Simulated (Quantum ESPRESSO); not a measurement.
## Effort and miss along a sweep of ecutwfc: Mg14ZnSi (Amm2, 16 atoms in the cell)

Cell: a = 10.2607 Å, b = 6.2271 Å, c = 6.2271 Å, α = 60.41°, β = 90.00°, γ = 90.00°.

Method: PBEsol, SSSP 1.1.2 efficiency (PBE) pseudopotentials (plane waves; Quantum ESPRESSO 7.5).

Base settings: ecutwfc = 50 Ry; ecutrho = 400 Ry; occupations = smearing; smearing = marzari-vanderbilt; degauss = 0.019992 Ry; input_dft = pbesol; K_POINTS = automatic 3 6 6 0 0 0; conv_thr = 1e-10 Ry.

Misses are taken against the tightest run, 65 Ry (ecutrho: 400 Ry → 520 Ry), which need not be fully converged itself. The energy is the free energy per atom.

The count of work is k-points × plane waves × bands × iterations; it is no time, and leaves out set-up, grids and terms that scale otherwise. Core times come from one kind of shared machine and are given to one figure; runs under 30 s give none.

The starting cell comes from a database of computed structures (which also holds hypothetical and non-ambient phases and stackings), without a prior relaxation at this level.

| ecutwfc | energy less reference (meV/atom) | pressure less reference (GPa) | largest difference in the force on any atom (eV/Å) | count of work / reference | core time / reference (rough) |
|---|---|---|---|---|---|
| 20 Ry (ecutrho: 400 Ry → 160 Ry) | 1900.40 | -62.74 | 0.036 | 0.20 | 0.1 |
| 25 Ry (ecutrho: 400 Ry → 200 Ry) | 341.28 | -15.06 | 0.014 | 0.24 | 0.2 |
| 30 Ry (ecutrho: 400 Ry → 240 Ry) | 48.34 | -3.06 | 0.003 | 0.32 | 0.2 |
| 35 Ry (ecutrho: 400 Ry → 280 Ry) | 4.82 | -0.35 | 0.000 | 0.40 | 0.2 |
| 40 Ry (ecutrho: 400 Ry → 320 Ry) | 1.90 | 0.01 | 0.000 | 0.49 | 0.3 |
| 45 Ry (ecutrho: 400 Ry → 360 Ry) | 1.50 | -0.02 | 0.000 | 0.58 | 0.4 |
| 50 Ry | 0.60 | -0.02 | 0.000 | 0.68 | 0.5 |
| 57 Ry (ecutrho: 400 Ry → 456 Ry) | 0.11 | 0.01 | 0.000 | 0.82 | 0.7 |
| 65 Ry (ecutrho: 400 Ry → 520 Ry) | 0.00 | 0.00 | 0.000 | 1.0 | 1 |

Coarsest setting among those run that, with all tighter ones, holds the energy within 10 meV/atom of the reference: 35 Ry (ecutrho: 400 Ry → 280 Ry), off by 4.8 meV/atom; it needs 0.40 of the reference's count of work and about 0.2 of the reference's time.

Coarsest setting among those run that, with all tighter ones, holds the energy within 0.5 meV/atom of the reference: 57 Ry (ecutrho: 400 Ry → 456 Ry), off by 0.11 meV/atom; its saving against the reference is no more than about a factor of 2 in the count of work.

The step from 20 Ry (ecutrho: 400 Ry → 160 Ry) to 57 Ry (ecutrho: 400 Ry → 456 Ry): it takes the miss in the energy from 1900 to 0.11 meV/atom, for 4.1 times the count of work and roughly 5 times the time.
